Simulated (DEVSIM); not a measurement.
System: Au/SiO2/n-Ge capacitor, at 300 K.

```tsv
layer (left to right)	material	thickness (nm)	Nd (cm⁻³)
1	SiO2	20.0	-
2	Ge	17000	1.2e15
```

Metal gate on the left, work function 5.1 eV. Fixed charge at the semiconductor interface -1.1e10 cm⁻² (in units of +e); no interface traps.

This is a model device: material constants are rounded textbook-type values typed into the input, and sizes, dopings and lifetimes were drawn at random. Values at 300 K.

```csv
parameter,SiO2,Ge
gap (eV),9,0.664
affinity (eV),0.9,4
permittivity,3.9,16
Nc (cm⁻³),-,1.04e19
Nv (cm⁻³),-,6e18
```

DEVSIM, 1D Poisson equation in equilibrium, Boltzmann statistics, complete ionisation; no quantum confinement or tunnelling. Metal contacts follow the ideal Schottky-Mott rule: no Fermi-level pinning, no interface dipoles.

Task: Give the band bending (positive: bands bend down) and minority sheet density.

Result: 
```
Vg (V)  ψs (V)  minority carriers (cm⁻²)
------  ------  ------------------------
-0.55   -0.408                    1.0e12
-0.4    -0.400                    8.7e11
-0.25   -0.391                    7.2e11
-0.1    -0.380                    5.7e11
0.05    -0.366                    4.2e11
0.2     -0.348                    2.8e11
0.35    -0.322                    1.5e11
0.5     -0.274                    4.0e10
0.65    -0.173                     1.9e9
0.8     -0.052                     6.4e8
0.95     0.041                     6.1e8
1.1      0.095                     6.1e8
1.25     0.127                     6.1e8
1.4      0.148                     6.1e8
1.55     0.163                     6.1e8
1.7      0.176                     6.1e8
1.85     0.186                     6.1e8
```
